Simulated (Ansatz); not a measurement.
Worked example: self-consistent single point of NaMg₆Si (P1, 8 atoms in the cell) in Ansatz (an electronic-structure program).

Computed with PBEsol, PAW files made with PBE (plane waves; Ansatz).

The change in words: atoms moved at random. Reference geometry:
```
CELL_PARAMETERS angstrom
      5.01920     0.00000     0.00000
      0.00000     3.16927     5.55771
      0.00000    -3.16927     5.55771
ATOMIC_POSITIONS crystal
  Na 0.50000 0.66692 0.66692
  Mg 0.50000 0.66805 0.16499
  Mg 0.50000 0.16499 0.66805
  Mg 0.00000 0.83984 0.32912
  Mg 0.00000 0.32912 0.83984
  Mg 0.00000 0.33157 0.33157
  Mg 0.00000 0.83494 0.83494
  Si 0.50000 0.16458 0.16458
```

Reference input (self-consistent single point, DFT, PBEsol, plane waves, PAW files made with PBE): kpoints.mp_grid.grid = 4 3 3; hamiltonian.xc = pbesol; hamiltonian.pseudopotentials = {kind: paw} (the program's default PAW files); scf.occupations.method = gaussian; scf.occupations.width = 0.01 Ry. This run's input differs from it in these lines:

Ansatz 0.2 input:
```diff
@@ -6,10 +6,10 @@
   atoms:
-    - { symbol: Na, position_ang: [2.509600, 0.000000, 7.413089] }
-    - { symbol: Mg, position_ang: [2.509600, 1.594335, 4.629791] }
-    - { symbol: Mg, position_ang: [2.509600, -1.594335, 4.629791] }
-    - { symbol: Mg, position_ang: [0.000000, 1.618612, 6.496735] }
-    - { symbol: Mg, position_ang: [0.000000, -1.618612, 6.496735] }
-    - { symbol: Mg, position_ang: [0.000000, -0.000000, 3.685536] }
-    - { symbol: Mg, position_ang: [0.000000, -0.000000, 9.280700] }
-    - { symbol: Si, position_ang: [2.509600, -0.000000, 1.829374] }
+    - { symbol: Na, position_ang: [2.426091, -0.038202, 7.400084] }
+    - { symbol: Mg, position_ang: [2.553337, 1.621946, 4.627167] }
+    - { symbol: Mg, position_ang: [2.483882, -1.591096, 4.645652] }
+    - { symbol: Mg, position_ang: [0.014746, 1.594931, 6.483041] }
+    - { symbol: Mg, position_ang: [0.041875, -1.551778, 6.471292] }
+    - { symbol: Mg, position_ang: [0.007830, -0.019764, 3.704444] }
+    - { symbol: Mg, position_ang: [-0.010184, -0.020036, 9.368290] }
+    - { symbol: Si, position_ang: [2.520818, 0.003996, 1.761787] }
 kpoints:
```

Output, abridged:

```
SCF iter   1: F=—  HF=-13569.183750 eV  |F-HF|=—  |Δ(HF+E_count)|=         —  Δρ=1.67e-2  dr2=8.87e-1  ethr=3.10e-3  ⟨swp⟩=10.4  Hψ=4054  notcnv=0
all-band conjugate gradients solve this SCF's bands
preconditioner: auto → Kerker (q_TF=auto, 2.354 Å⁻¹)
SCF iter   2: F=—  HF=-13569.065685 eV  |F-HF|=—  |Δ(HF+E_count)|=   1.18e-1  Δρ=1.08e-2  dr2=4.24e-1  ethr=1.22e-3  ⟨swp⟩=2.0  Hψ=1080  notcnv=0  defer=37
   [... lines left out ...]
SCF iter   6: F=—  HF=-13568.929433 eV  |F-HF|=—  |Δ(HF+E_count)|=   1.22e-4  Δρ=1.10e-4  dr2=3.13e-5  ethr=5.21e-7  ⟨swp⟩=2.0  Hψ=1035  notcnv=0  defer=37
SCF iter   7: F=—  HF=-13568.929379 eV  |F-HF|=—  |Δ(HF+E_count)|=   5.43e-5  Δρ=2.54e-5  dr2=2.23e-6  ethr=4.29e-8  ⟨swp⟩=2.0  Hψ=1552  notcnv=0  defer=41
SCF iter   8: F=—  HF=-13568.929378 eV  |F-HF|=—  |Δ(HF+E_count)|=   8.41e-7  Δρ=7.35e-6  dr2=1.41e-7  ethr=3.06e-9  ⟨swp⟩=2.0  Hψ=1379  notcnv=0  defer=41
SCF iter   9: F=-13568.929378 eV  HF=-13568.929378 eV  |F-HF|=1.97e-9  |Δ(HF+E_count)|=   4.28e-8  Δρ=1.46e-6  dr2=5.49e-9  ethr=1.37e-10  ⟨swp⟩=10.3  Hψ=3525  notcnv=0
SCF 1 converged in 9 iterations: F = -13568.929378 eV  dr2 = 5.49e-9
Free energy (F): -13568.929378 eV
Internal energy: -13568.897019 eV  (E = F + TS)
E sigma→0 (E₀):  -13568.913199 eV
Entropy (-TS):   -0.032358 eV (-4.045 meV/atom)
Fermi energy:    5.477891 eV
--- Forces (eV/Å), atoms counted from 1 ---
  atom   1  Na     0.31951014     0.13027789     0.12724831
  atom   2  Mg    -0.13946135    -0.11047649     0.03993498
  atom   3  Mg     0.14318013    -0.02249673    -0.08760998
  atom   4  Mg    -0.07180360     0.29490811     0.21173276
  atom   5  Mg    -0.24295215    -0.41081446     0.21585469
  atom   6  Mg     0.00207916     0.06755643    -0.31723534
  atom   7  Mg    -0.00558904     0.07939541    -0.21102910
  atom   8  Si    -0.00495351    -0.02834477     0.02109722
--- Stress (GPa, compression-positive) ---
       -1.846690       0.092901      -0.030366
        0.092901      -0.213945       0.006889
       -0.030366       0.006889       0.392659
  P = ⅓ Tr σ = -0.5560 GPa (-5.560 kbar)
  The stress holds the Pulay correction. Without it, at fixed plane waves, as pw.x and ABINIT print it: P = -0.5609 GPa
```

The run converged in 9 iterations. Against the reference run the free energy goes up by 9.1 meV/atom, the pressure goes from -0.69 to -0.56 GPa and the largest force goes from 0.203 to 0.524 eV/Å.

The starting cell comes from a database of computed structures (which also holds hypothetical and non-ambient phases and stackings), without a prior relaxation at this level. For this run, on top of that: atoms moved at random. Ansatz's pressure includes its estimate of the finite-basis (Pulay) stress.
